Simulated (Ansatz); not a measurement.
# CuI: pressure series

Base system: CuI in the zinc blende structure (space group F-43m, No. 216; a = 6.079 Å).

Cell and atoms are relaxed at each pressure.

Method: PBE in Ansatz (plane waves to 420 eV, PAW, scalar-relativistic without spin-orbit coupling).

Candidates:
(a) pressure 45 GPa
(b) pressure 60 GPa
(c) pressure −1 GPa
(d) pressure 9 GPa
(e) pressure 18 GPa

For the base:

The band gap is 1.10 eV.

**Question.** Order them by band gap, lowest first.

**Answer.** (c) pressure −1 GPa (1.03 eV), (b) pressure 60 GPa (1.50 eV), (d) pressure 9 GPa (1.56 eV), (a) pressure 45 GPa (1.70 eV), (e) pressure 18 GPa (1.87 eV)

With I present, leaving out spin-orbit coupling can change the band edges. Load acts through the strain it causes; cell and atoms are relaxed under it. Stability against distortions was not tested. Tetrahedral semiconductors of this kind turn to denser phases somewhere between about 1 and 50 GPa; those were not computed, so compressed cells here can lie past the real transition. The final runs are not spin-polarised.

Ansatz is a quantum-chemistry and plane-wave program.
